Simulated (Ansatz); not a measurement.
# Enthalpy of formation of HfSi (model structure, from the CsCl type, Pm-3m, No. 221) at several levels of theory

No measured value is used here.

| level (code) | value (eV/atom) |
|---|---|
| PBE (Ansatz) | -0.243 |
| PBEsol (Ansatz) | -0.322 |
| PBE-D3(BJ) (Ansatz) | -0.321 |
| r²SCAN (Ansatz) | (withheld) |
| HSE06 (Ansatz) | (withheld) |
| PBE0 (Ansatz) | -0.132 |

Question: Fill in the missing entries.

Answer: 
- r²SCAN (Ansatz, an electronic-structure program), value (eV/atom): -0.195
- HSE06 (Ansatz), value (eV/atom): -0.171

Density-functional levels without +SOC have no spin–orbit coupling, which shifts binding energies of heavy elements. HSE06, PBE0: hybrids on metals are sensitive to the k mesh and can open a false gap. Values are at the level's own equilibrium cell; HSE06 at the r²SCAN cell; PBE0 at the r²SCAN cell. Ansatz's density-functional and Hartree–Fock values are scalar-relativistic unless marked +SOC, with PAW data made under PBE.

A model structure was made by putting elements into a prototype or built by hand; it is no filed structure, need not be a known phase, and can be a saddle point held by its symmetry.
